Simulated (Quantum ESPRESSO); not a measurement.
Checking a run of Quantum ESPRESSO on Al2Zn (P1, 3 atoms in the cell). The aim is a self-consistent single point with DFT, PBEsol, plane waves, PSlibrary PAW (PBE) pseudopotentials.

Cell that was meant: a = 2.8013 Å, b = 2.8013 Å, c = 6.8219 Å, α = 90.00°, β = 90.00°, γ = 120.00°.

Part of the input:

```fortran
Al    26.9815  Al.pbe-n-kjpaw_psl.1.0.0.UPF
Zn    65.3800  Zn.pbe-dn-kjpaw_psl.1.0.0.UPF
CELL_PARAMETERS bohr
   2.8013092202     0.0000000000     0.0000000000
  -1.4006555549     2.4260058324     0.0000000000
   0.0000000000     0.0000000000     6.8219396558
ATOMIC_POSITIONS bohr
Al   -0.0246092933    3.0617091226    4.2964985269
Al    2.6280224547    1.4851571025    8.5614660486
Zn    0.0434356855    0.0376200724    0.0336185186
K_POINTS automatic
11 11 4  1 1 1
```

Output (repeated stretches shortened):

```
     file Al.pbe-n-kjpaw_psl.1.0.0.UPF: wavefunction(s)  3S 3P renormalized
   [... lines left out ...]
         3        Zn     tau(   3) = (   0.0155055   0.0134295   0.0120010  )

     number of k points=   726  Marzari-Vanderbilt smearing, width (Ry)=  0.0073

     Number of k-points >= 100: set verbosity='high' to print them.

     Dense  grid:     4075 G-vectors     FFT dimensions: (  15,  15,  40)

     Smooth grid:     2227 G-vectors     FFT dimensions: (  15,  15,  32)

     Initial potential from superposition of free atoms

     starting charge      17.9920, renormalised to      18.0000
     Self-consistent Calculation

     iteration #  1     ecut=    50.00 Ry     beta= 0.40

     total energy              =    -299.48317778 Ry
     estimated scf accuracy    <       2.96404362 Ry

     iteration #  2     ecut=    50.00 Ry     beta= 0.40

     total energy              =    -300.20949021 Ry
     estimated scf accuracy    <       1.23079193 Ry

     iteration #  3     ecut=    50.00 Ry     beta= 0.40

     total energy              =    -300.31074321 Ry
     estimated scf accuracy    <       0.09498988 Ry

   [... 7 blocks of this kind left out ...]

     iteration # 11     ecut=    50.00 Ry     beta= 0.40

     total energy              =    -300.32079931 Ry
     estimated scf accuracy    <       0.00000003 Ry

     iteration # 12     ecut=    50.00 Ry     beta= 0.40
     End of self-consistent calculation

     Number of k-points >= 100: set verbosity='high' to print the bands.

     the Fermi energy is    70.4117 ev

!    total energy              =    -300.32079931 Ry
     estimated scf accuracy    <          2.0E-10 Ry
     smearing contrib. (-TS)   =      -0.00002300 Ry
     internal energy E=F+TS    =    -300.32077631 Ry

     convergence has been achieved in  12 iterations

     Forces acting on atoms (cartesian axes, Ry/au):

     atom    1 type  1   force =     0.02709648    0.01216018   -1.12462761
     atom    2 type  1   force =     0.19614042    0.18144844    6.06353457
     atom    3 type  2   force =    -0.22323690   -0.19360862   -4.93890696

     Total force =     7.910982     Total SCF correction =     0.000071

          total   stress  (Ry/bohr**3)                   (kbar)     P=    98534.27
   0.70110485  -0.00170864   0.00729173       103136.08     -251.35     1072.65
  -0.00170864   0.70953316   0.00705413         -251.35   104375.93     1037.70
   0.00729173   0.00705413   0.59882912         1072.65     1037.70    88090.81

   JOB DONE.
```

Q: Is anything amiss in this input, and did it matter?

A: The run is not sound. The fault is this: cell lengths typed in angstrom where bohr is read. Bohr and ångström differ by a factor of 1.89; the cell that the program reads is then far too large or far too small. To fix it, give the lengths in the unit that the key or card expects. The run converged in 12 iterations without an error; against the sound input the free energy goes up by 80.2 eV/atom, the pressure goes from 0.13 to 9853 GPa and the largest force goes from 0.372 to 156.1 eV/Å.

An input that runs soundly differs in these lines (not the only fix; some lines may just follow from the change or write a value another way):
```diff
-   2.8013092202     0.0000000000     0.0000000000
-  -1.4006555549     2.4260058324     0.0000000000
-   0.0000000000     0.0000000000     6.8219396558
+   5.2937086902     0.0000000000     0.0000000000
+  -2.6468543451     4.5844869167     0.0000000000
+   0.0000000000     0.0000000000    12.8915982386
```

With that input, the run converged in 12 iterations: free energy E − TS -4326.8121 eV; Fermi level (on the code's own zero) 9.34 eV; pressure 0.13 GPa; largest force (vector length) 0.372 eV/Å (DFT, PBEsol, plane waves, PSlibrary PAW (PBE) pseudopotentials).

On the sound input: the starting cell comes from a database of computed structures (which also holds hypothetical and non-ambient phases and stackings), without a prior relaxation at this level. Its atoms were displaced at random from the sites of space group no. 164.
